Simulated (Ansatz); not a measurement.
Base system: ZnSiP2 in the chalcopyrite structure (space group I-42d, No. 122; a = 5.306 Å, c = 10.380 Å).

Computed with Ansatz (a first-principles code) LDA, scalar-relativistic without spin-orbit coupling.

Before the change:

The lattice parameter a is 5.306 Å. The band gap is 1.11 eV and the width of the top valence band is 1.35 eV.

Now apply this change: a negative pressure, −2 GPa.

Question: What happens to the lattice parameter a?

Answer: The lattice parameter a goes up by 0.038 Å (5.306 Å → 5.344 Å).

Question: What happens to the band gap?

Answer: The band gap goes up by 0.05 eV (1.11 eV → 1.16 eV).

Question: How does this affect the width of the top valence band?

Answer: The width of the top valence band shrinks by 0.04 eV, from 1.35 eV to 1.31 eV.

Load acts through the strain it causes; cell and atoms are relaxed under it. Whether these cells are dynamically stable was not tested.
